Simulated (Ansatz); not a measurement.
Base system: HfO$_{2}$ in the fluorite structure (space group Fm-3m, No. 225).

```
HfO2
1.0
    0.00000     2.50052     2.50052
    2.50052     0.00000     2.50052
    2.50052     2.50052     0.00000
Hf O
1 2
Direct
  0.00000   0.00000   0.00000
  0.25000   0.25000   0.25000
  0.75000   0.75000   0.75000
```

Cartesian axes are those of the cell as printed.

Calculations: Ansatz (a program for electronic structure), LDA, PAW, cutoff 420 eV, no spin-orbit coupling.

Base values:

The shortest interatomic distance is 2.166 Å and the pressure comes out as 0.00 GPa.

The change: uniaxial strain ε_zz = −3.00 %, all other strain components held at zero, atoms relaxed at fixed cell.

**Question.** How does this affect the shortest interatomic distance?

**Answer.** The shortest interatomic distance shrinks by 0.0214 Å, from 2.166 Å to 2.144 Å.

**Question.** What happens to the pressure?

**Answer.** The pressure (mean of the normal stresses, compression positive) goes from zero to 9.20 GPa.

Whether these cells are dynamically stable was not tested. This is not the structure that HfO2 has at room temperature and ambient pressure.
